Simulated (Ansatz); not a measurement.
Consider NaCl in the rock salt structure (space group Fm-3m, No. 225; a = 5.696 Å).

Level of theory: DFT with PBE, PAW potentials and a 420 eV plane-wave cutoff in Ansatz (a first-principles code), no SOC.

Before the change:

| Item | Result |
|---|---|
| Gap character | direct at Γ |
| Pressure | 0.00 GPa |

It is then changed as follows: an isotropic linear strain of +3.00 %, atoms relaxed at fixed cell.

Task: What does the calculation give for the gap character after the change?

Result: The gap character is still direct at Γ.

Task: How does this affect the pressure?

Result: The pressure goes from zero to -1.71 GPa.

Task: Predict the new mean gap deformation potential ΔEg/Δln V.

Result: The mean gap deformation potential ΔEg/Δln V is -3.5 eV.

No phonon test of stability was made.
